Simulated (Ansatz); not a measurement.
# A computed series for SrTiO3: carrier doping

The reference is SrTiO3 in the cubic perovskite structure (space group Pm-3m, No. 221).

```xyz
5
Lattice="3.9365 0.0000 0.0000 0.0000 3.9365 0.0000 0.0000 0.0000 3.9365" Properties=species:S:1:pos:R:3 pbc="T T T"
Sr     0.0000     0.0000     0.0000
Ti     1.9682     1.9682     1.9682
O      0.0000     1.9682     1.9682
O      1.9682     1.9682     0.0000
O      1.9682     0.0000     1.9682
```

Carriers are added at fixed cell with a uniform background; the Fermi–Dirac width is that of 300 K.

All numbers come from PBE (Ansatz, a program for electronic structure), no spin-orbit coupling, earlier PAW set.

Notes on the quantities. Fermi level from band edge: Fermi level relative to the doped band's edge (positive inside the band; to 0.05 eV).

```tsv
change	Fermi level from band edge	gap between the host's bands
undoped	–	1.85 eV
electrons 2.0×10^21 cm⁻³	+0.20 eV	2.01 eV
electrons 3.0×10^21 cm⁻³	+0.30 eV	2.09 eV
electrons 5.0×10^21 cm⁻³	+0.40 eV	2.25 eV
electrons 7.0×10^21 cm⁻³	+0.55 eV	2.41 eV
holes 2.0×10^21 cm⁻³	+0.10 eV	1.90 eV
holes 3.0×10^21 cm⁻³	+0.10 eV	1.93 eV
holes 5.0×10^21 cm⁻³	+0.15 eV	1.98 eV
holes 7.0×10^21 cm⁻³	+0.25 eV	2.04 eV
```

Charged cell with a jellium background: band edges are those of the host's band count, energies are not comparable with the neutral cell, and many-body gap narrowing is missing. Whether these cells are dynamically stable was not tested. The final runs are not spin-polarised. Many cubic perovskites are stable only at high temperature; tilts and polar distortions were not tested.
